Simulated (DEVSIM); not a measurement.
Device: Si p+/n-/n+ power diode, at 300 K.

| layer (left to right) | material | thickness (μm) | Nd (cm⁻³) | Na (cm⁻³) | τn (s) | τp (s) |
|---|---|---|---|---|---|---|
| 1 | Si | 1.80 | - | 5.4e18 | 7.4e-7 | 7.4e-7 |
| 2 | Si | 22.0 | 6e14 | - | 7.4e-7 | 7.4e-7 |
| 3 | Si | 6.00 | 2.4e18 | - | 7.4e-7 | 7.4e-7 |

Left contact: ohmic. Right contact: ohmic. Voltage is applied to the left contact. Recombination: SRH at mid-gap, radiative. Gap narrowing is on: ΔEg = 6.92 meV × (l + √(l² + 0.5)), l = ln(N/1.3e17 cm⁻³), shared equally by both band edges. Mobility is μmin + (μ − μmin)/(1 + (N/Nref)^α).

The device is made up for the run: typed textbook-type constants, with dimensions and the other settings drawn at random. Values at 300 K. The table also holds parameters that only a changed run uses.

```
parameter           Si
-------------  -------
gap (eV)         1.124
affinity (eV)     4.05
permittivity      11.7
Nc (cm⁻³)      2.86e19
Nv (cm⁻³)       3.1e19
μn (cm²/Vs)       1417
μp (cm²/Vs)        470
μn,min              52
μp,min              45
Nref,n          9.7e16
Nref,p          2.2e17
αn                0.68
αp                0.72
B (cm³/s)      4.7e-15
Cn (cm⁶/s)     2.8e-31
Cp (cm⁶/s)     9.9e-32
```

Model (solved in DEVSIM): 1D drift-diffusion, Boltzmann statistics, complete ionisation; no tunnelling, impact ionisation, image-force lowering or self-heating.

Base results: dark forward voltage at 1 A/cm² (V) 0.664; potential step across the device at zero bias (V) 0.968; dark forward voltage at 100 A/cm² (V) 0.843.

Problem. What follows from this one change: thickness of layer 1 1.8 → 1.1 μm?

Solution. dark forward voltage at 1 A/cm² little changed (0.662 V); potential step across the device at zero bias little changed (0.968 V); dark forward voltage at 100 A/cm² 0.843 → 0.835 V.

Problem. What follows from this one change: thickness of layer 2 22 → 110 μm?

Solution. dark forward voltage at 1 A/cm² 0.664 → 0.648 V; potential step across the device at zero bias little changed (0.968 V); dark forward voltage at 100 A/cm² 0.843 → 0.891 V.

Problem. What follows from this one change: doping Na of layer 1 5.4e+18 → 1.6e+18 cm^-3?

Solution. dark forward voltage at 1 A/cm² 0.664 → 0.658 V; potential step across the device at zero bias 0.968 → 0.945 V; dark forward voltage at 100 A/cm² 0.843 → 0.826 V.

Problem. What follows from this one change: doping Nd of layer 3 2.4e+18 → 2.4e+17 cm^-3?

Solution. dark forward voltage at 1 A/cm² 0.664 → 0.659 V; potential step across the device at zero bias 0.968 → 0.924 V; dark forward voltage at 100 A/cm² 0.843 → 0.832 V.

Problem. What follows from this one change: constant mobility in place of the doping-dependent one?

Solution. dark forward voltage at 1 A/cm² 0.664 → 0.645 V; potential step across the device at zero bias little changed (0.968 V); dark forward voltage at 100 A/cm² 0.843 → 0.802 V.
